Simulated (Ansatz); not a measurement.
Defect migration in bixbyite In2O3: interstitial N, charge state -1. The step: a concerted move, in which N travels most; the atom moves 2.42 Å along (-0.02, 0.05, -0.23) of the unit cell; the moving atom starts with neighbours 2 In at 2.14, In at 2.20; O at 1.47 Å and ends with 2 In at 2.14, In at 2.19; O at 1.48 Å. A PBE band in Ansatz (plane-wave PAW, one k-point at (0.250, 0.250, 0.250), 80 host sites, 57 SCF runs with any check of the saddle's order, static, no finite-size correction) gives a forward barrier of 1.78 eV. The saddle point's order was not checked. The charge state is imposed; whether it is stable for some Fermi level was not computed. Sites that were not tried may lie lower. The start lies 0.17 eV above the lowest site run (PBE).

Single points at the band's start and saddle point can refine it. Rough cost of one point, in units of the band's mean SCF on the same machine:

```json
[
 {"Level": "PBE, a 2×2×2 k-point mesh shifted by half a step", "Cost of one point": "about 5"},
 {"Level": "r2SCAN at 500 eV, one k-point at (0.250, 0.250, 0.250)", "Cost of one point": "about 2"}
]
```

Task: Which of these move the barrier by more than 0.1 eV, and how far does each move it?

Result: Not one does. PBE, a 2×2×2 k-point mesh shifted by half a step: -0.01 eV; r2SCAN at 500 eV, one k-point at (0.250, 0.250, 0.250): +0.04 eV. Each functional is compared with PBE at the same k-points.

Ansatz is a quantum-chemistry and plane-wave program.
